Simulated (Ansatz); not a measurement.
By PBEsol, the system below comes out a metal.

Consider the following.

```xyz
3
Lattice="3.4815 0.0000 0.0000 -1.7408 3.0151 0.0000 0.0000 0.0000 5.8634" Properties=species:S:1:pos:R:3 pbc="T T T"
Ti     0.0000     0.0000     0.0000
Se     0.0000     2.0101     1.5533
Se     1.7408     1.0050     4.3101
```

Space group of this cell: P-3m1, CdI2 type. The cell was relaxed by PBE-D3(BJ); by PBEsol its mean pressure is -0.6 GPa.

The current flows along the normal of the first two printed cell vectors, the (001) plane of the conventional cell. No spin-orbit coupling; the value is a mean over 0.1 eV about the Fermi level.

Q: Give the ballistic conductance per area that PBEsol in Ansatz (a program for electronic structure) yields.

A: 0.17 × 10¹⁵ S/m² for both spins.
